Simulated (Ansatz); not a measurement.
We consider fluorite CoSi2, described by PBEsol in Ansatz (plane waves, PAW).

Settings: plane-wave cutoff 500 eV, 12×12×12 k mesh, Fermi–Dirac smearing 0.05 eV, no spin polarisation, scalar-relativistic PAW data made under PBE.

Computed at the level's own relaxed cell.

### Question
Estimate the equilibrium volume per atom and lattice parameter a that the calculation returns.

### Answer

equilibrium volume per atom: 12.49 Å³/atom
lattice parameter a: 5.312 Å

Measured, for comparison: equilibrium volume per atom 12.87 Å³/atom, lattice constant a 5.365 Å (room temperature, no zero-point or thermal correction; as tabulated in Hegde and Bowen (2014), arXiv:1405.1317). Computed (rounded) less measured: equilibrium volume per atom -3.0 %, lattice constant a -1.0 %. A static lattice is as a rule a little smaller and stiffer than an uncorrected measurement, which narrows the difference in the lattice constant a and would widen misses of the other sign.

Cost on a shared machine: around 17 core-seconds (rough).

Ansatz is a first-principles code.
